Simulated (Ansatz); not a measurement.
Input:

Host crystal: wurtzite GaN, with a band gap (PBE, scalar-relativistic without spin-orbit coupling).

End structure of Ag on the (0001) surface of wurtzite GaN (2x2 Ga adatom at T4; a constructed slab, bottom: 3 H on 4 bottom sites), one in a cell of 36 Å², started at the site 'hollow Ga-Ga-Ga':

```xyz
45
Lattice="6.4370 0.0000 0.0000 -3.2185 5.5746 0.0000 0.0000 0.0000 33.0000" Properties=species:S:1:pos:R:3 pbc="T T T"
N      1.6122     0.9274    10.6611
N      4.8248     0.9274    10.6604
N      0.0000     3.7198    10.6604
N      3.2184     3.7164    10.5875
Ga    -0.0003     1.8583    11.2864
Ga     3.2187     1.9411    11.2487
Ga    -1.6809     4.6038    11.2487
Ga     1.6808     4.6042    11.2498
N      0.0000     1.8582    13.2295
N      3.2185     1.8582    13.2295
N     -1.6092     4.6455    13.2295
N      1.6092     4.6455    13.2295
Ga     1.6092     0.9291    13.8758
Ga     4.8277     0.9291    13.8758
Ga     0.0000     3.7164    13.8758
Ga     3.2185     3.7164    13.8758
N      1.6071     0.9303    15.8424
N      4.8298     0.9255    15.8438
N      0.0042     3.7164    15.8438
N      3.2142     3.7188    15.8457
Ga     0.0028     1.8566    16.4979
Ga     3.2157     1.8569    16.4922
Ga    -1.6096     4.6485    16.4922
Ga     1.6094     4.6454    16.4999
N      0.0072     1.8540    18.4693
N      3.2114     1.8537    18.4660
N     -1.6089     4.6539    18.4660
N      1.6086     4.6458    18.4828
Ga     1.6098     0.9288    19.1714
Ga     4.8273     0.9537    19.1065
Ga    -0.0215     3.7044    19.1065
Ga     3.2396     3.7042    19.1042
N      1.6098     0.9287    21.1443
N      4.8281     0.9444    21.0945
N     -0.0131     3.7084    21.0945
N      3.2319     3.7086    21.0925
Ga    -0.0129     1.8656    21.9129
Ga     3.2324     1.8664    21.9101
Ga    -1.6094     4.6293    21.9101
Ga     1.6094     4.6454    21.3787
H      1.5965     0.9365     9.6352
H      4.8405     0.9363     9.6345
H      0.0001     3.7017     9.6345
Ga     1.6105     0.9284    23.9164
Ag    -1.6133     2.7896    23.8677
```

Model: 45-atom slab, 13.9 Å thick at the start with caps and adatoms under the adsorbate (thin: gaps and levels are the slab's own), 4x4x1 mesh, Fermi-Dirac 0.01 eV, dipole correction, 23 atoms held, the rest relaxed; symmetry of the start imposed; spin-polarised, no spin-orbit, no U, no dispersion correction. The starting moment vanished. At the end it is bonded to 3 Ga. In PBE it is, or lies within 0.03 eV of, the lowest of the starts that converged.

A negative adsorption energy means that the adsorbate is more stable on the surface than in its reference.

Question: Estimate the highest filled level below the top vacuum level that PBE (Ansatz, an electronic-structure program) returns for this input.

Answer: 3.67 eV

Question: Give the change of the step from the bottom to the top vacuum level, against the clean slab at the level PBE.

Answer: -0.62 eV

Question: What adsorption energy against an atom of fcc Ag does PBE give?

Answer: 39 kJ/mol

Question: Predict the gap of the slab on its k-mesh from PBE.

Answer: 0.29 eV
